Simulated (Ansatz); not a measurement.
Structures of equal composition on the (110) surface of bcc Nb: a layer of W in place of the second plane; a layer of W in place of the third plane. The slabs share one bottom face, and each structure is named by its start. These are constructed structures in small cells; real faces may alloy, dewet or reconstruct in larger ones, and not all known structures of the face are among them. Slabs of about 12 Å with all that they carry, Fermi-Dirac smearing of 0.1 eV. Bottom of the slabs: a bare face, its two planes held. Relaxed from the named starts with such symmetry as they have, on meshes of like density; energies extrapolated to zero smearing; no spin-orbit coupling, no U. Spin-polarised runs, if any, are marked in brackets, and their order is one that fits the cell; the others ran without spin.

Computed with PBE (plane waves to 420 eV, PAW; Ansatz, a quantum-chemistry and plane-wave program).

Task: Order them by energy per 1x1 cell (lowest first) at the level PBE.

Result: a layer of W in place of the third plane (0.000 eV), a layer of W in place of the second plane (0.058 eV)
